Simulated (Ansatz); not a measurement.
## TiC, response to strain

The parent structure is TiC in the rock salt structure (space group Fm-3m, No. 225; a = 4.293 Å; relaxed with 0.1 eV smearing).

Strains are applied to the cell and any free atomic positions relax.

Method: Kohn–Sham DFT with the PBEsol functional, run in Ansatz (an electronic-structure program) with PAW and 420 eV plane waves, no spin-orbit coupling.

| isotropic strain (%) | pressure (GPa) |
|---|---|
| -2 | 18.3 |
| -1.5 | 13.3 |
| -0.5 | 4.1 |
| 0 | 0.0 |
| 0.5 | -3.9 |
| 1 | -7.5 |
| 1.5 | -10.9 |
| 2 | ? |
| 3 | -19.8 |

Task: Fit P = P₀ − Bδ + Cδ² with δ = (1 + ε)³ − 1 to the rows shown and predict the withheld row.

Result: Least squares on the printed values gives P₀ = 0.1 GPa, B = 272 GPa, C = 627 GPa (largest residual 0.2 GPa); this predicts -14.2 GPa, and the run gives -14.1 GPa, in agreement.

No phonon test of stability was made. The final runs are not spin-polarised.
